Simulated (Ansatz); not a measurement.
A user runs Ansatz (a first-principles code) on BaZrO₃ (Pm-3m, 5 atoms in the cell) and asks whether the run is sound. The aim is a self-consistent single point with DFT, PBE, plane waves, default PAW files.

Input:

Ansatz 0.2 input:
```yaml
# BaZrO3
crystal:
  lattice:
    - [4.29705900, 0.00000000, 0.00000000]
    - [0.00000000, 4.29705900, 0.00000000]
    - [0.00000000, 0.00000000, 4.29705900]
  atoms:
    - { symbol: Ba, position: [0.00000000, 0.00000000, 0.00000000] }
    - { symbol: Zr, position: [0.50000000, 0.50000000, 0.50000000] }
    - { symbol: O, position: [0.50000000, 0.00000000, 0.50000000] }
    - { symbol: O, position: [0.00000000, 0.50000000, 0.50000000] }
    - { symbol: O, position: [0.50000000, 0.50000000, 0.00000000] }
basis:
  ecutrho_ratio: 1
kpoints:
  mp_grid: { grid: [8, 8, 8], shift: [0.5, 0.5, 0.5] }
hamiltonian:
  xc: pbe
  pseudopotentials: { kind: paw }
scf:
  occupations: { method: fermi_dirac, width: 0.0007 Ry }
output:
  forces: true
  eigenvalues: true
  stress: true
```

Log, with long lists cut:

```
WARN basis.ecutwfc = 420 eV, the default
WARN basis.ecutrho_ratio = 1 (ecutrho = 420 eV) is below the records' recommended cutoff
settings of this run that can trade accuracy for cost: basis.ecutrho_ratio < 4. Do not mix this run's numbers with those of runs without the same settings …
WARN ansatz: RAYON_NUM_THREADS=1 ignored (pool sized by the plan → 1); use --threads N
Pseudopotentials: kind: paw
Pseudopotential: Ba, paw, valence charge 10
Pseudopotential: Zr, paw, valence charge 12
Pseudopotential: O, paw, valence charge 6
Crystal: 5 atoms, lattice volume = 79.344 Å³
Basis set: ecut = 420 eV, 1551 PW (Γ), exchange–correlation on 48×48×48 points (8 copies of the dense FFT grid, shifted against one another)
Bands: 25, of which v1, the nominal top of the filled ones, is band 20 counted from 1 (19 counted from 0)
Symmetry: 48 space group operations
Space group: Pm-3m (ITA 221), of the structure as read, at distance tolerance 4.3e-5 Å
k-points: 20 of 512
Initial density: superposition of atomic densities (neutral atoms: chi_scale 0, normalization atom), corrected by the library's trained network
Initial wavefunctions: pseudopotential atomic-orbital guess
Eigensolver: davidson
Functional: x = pbe(κ = 0.804, μ = 0.2195149727645171), c = pbe(β = 0.06672455060314922)
SCF iter   1: F=—  HF=-11845.709587 eV  |F-HF|=—  |Δ(HF+E_count)|=         —  Δρ=7.90e-3  dr2=3.56e-2  ethr=1.77e-3  ⟨swp⟩=7.3  Hψ=2681  notcnv=0
all-band conjugate gradients solve this SCF's bands
preconditioner: auto → Resta (q_TF=auto, 2.434 Å⁻¹)
SCF iter   2: F=—  HF=-11845.707048 eV  |F-HF|=—  |Δ(HF+E_count)|=   2.54e-3  Δρ=3.74e-3  dr2=6.34e-3  ethr=8.91e-5  ⟨swp⟩=2.5  Hψ=1149  notcnv=0  defer=20
   [... lines left out ...]
SCF iter   5: F=—  HF=-11845.707502 eV  |F-HF|=—  |Δ(HF+E_count)|=   6.77e-5  Δρ=1.49e-4  dr2=1.47e-5  ethr=4.89e-8  ⟨swp⟩=2.0  Hψ=962  notcnv=0  defer=20
SCF iter   6: F=—  HF=-11845.707503 eV  |F-HF|=—  |Δ(HF+E_count)|=   6.16e-7  Δρ=4.81e-5  dr2=1.13e-6  ethr=3.67e-8  ⟨swp⟩=2.0  Hψ=661  notcnv=0  defer=20
SCF iter   7: F=-11845.707503 eV  HF=-11845.707503 eV  |F-HF|=3.15e-9  |Δ(HF+E_count)|=   8.75e-7  Δρ=2.79e-6  dr2=4.15e-9  ethr=2.50e-10  ⟨swp⟩=8.8  Hψ=2582  notcnv=0
SCF 1 converged in 7 iterations: F = -11845.707503 eV  dr2 = 4.15e-9
Free energy (F): -11845.707503 eV
Internal energy: -11845.707503 eV  (E = F + TS)
E sigma→0 (E₀):  -11845.707503 eV
Fermi energy:    10.522456 eV
--- Forces (eV/Å), atoms counted from 1 ---
  atom   1  Ba     0.00000000    -0.00000000    -0.00000000
   [... zero for the other atoms too ...]
--- Stress (GPa, compression-positive) ---
       -5.312248      -0.000000       0.000000
       -0.000000      -5.312248       0.000000
        0.000000       0.000000      -5.312248
  P = ⅓ Tr σ = -5.3122 GPa (-53.122 kbar)
  The stress holds the Pulay correction, which leaves out the density cutoff's part. Without it, at fixed plane waves, as pw.x and ABINIT print it …
settings of this run that can trade accuracy for cost: basis.ecutrho_ratio < 4. Do not mix this run's numbers with those of runs without the same settings …
```

Question: Is anything amiss in this input, and did it matter?

Answer: The run is not sound. The fault is a density cutoff or grid that is too coarse. The charge density holds wave vectors up to twice those of the orbitals (four times the energy cutoff), and augmentation charges need more still. To fix it, restore the density cutoff. The run converged in 7 iterations without an error; against the sound input the free energy drops by 219 meV/atom, the pressure goes from -6.60 to -5.31 GPa and the gap on the mesh goes from 3.253 to 3.321 eV. The full log also holds (shortened here): “WARN basis.ecutrho_ratio = 1 (ecutrho = 420 eV) is below the records' recommended cutoff”. At a fixed set of plane waves, without the program's Pulay estimate, the pressure is -5.90 GPa against -7.05 GPa.

An input that runs soundly differs in these lines (not the only fix; some lines may just follow from the change or write a value another way):
```diff
-basis:
-  ecutrho_ratio: 1
```

With that input, the run converged in 6 iterations: free energy E − TS (on the zero of these files) -11844.6129 eV; top of the valence band (on the code's own zero) 8.85 eV; gap on the k-point mesh 3.25 eV; pressure -6.60 GPa (DFT, PBE, plane waves, default PAW files).

On the sound input: the starting cell comes from a database of computed structures (which also holds hypothetical and non-ambient phases and stackings), without a prior relaxation at this level. Its lattice was rescaled by a random factor within 2.5 % of one. With a pressure of about -7 GPa the cell is away from its equilibrium volume at this level. Ansatz's pressure includes its estimate of the finite-basis (Pulay) stress. The shifted mesh does not hold Γ, so a gap read on it misses any band edge there.
